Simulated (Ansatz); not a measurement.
For PtSe2 (model structure, started from the 2H-MoS2 type, P6₃/mmc, No. 194, 6 atoms in the cell), PBE (Ansatz, a first-principles code, PAW) gives:

| Item | Value |
|---|---|
| lattice constant a | 3.652 Å |
| lattice parameter c | 11.442 Å |

What does PBE-D3(BJ) in Ansatz (plane waves, PAW) give for the same quantities?


- lattice constant a: 3.570 Å (drops by 2.2 %)
- lattice parameter c: 10.959 Å (shrinks by 4.2 %)

Changes are worked out from the printed values.

Unless a cell is named, each level is at its own relaxed cell (PBE 22.03, PBE-D3(BJ) 20.16 Å³/atom).

Levels without +SOC leave out spin–orbit coupling, which shifts energies and cells of such heavy elements.

Ansatz's density-functional and Hartree–Fock values are scalar-relativistic unless marked +SOC, with PAW data made under PBE.

A model structure was made by putting elements into a prototype or built by hand; it is no filed structure, need not be a known phase, and can be a saddle point held by its symmetry.
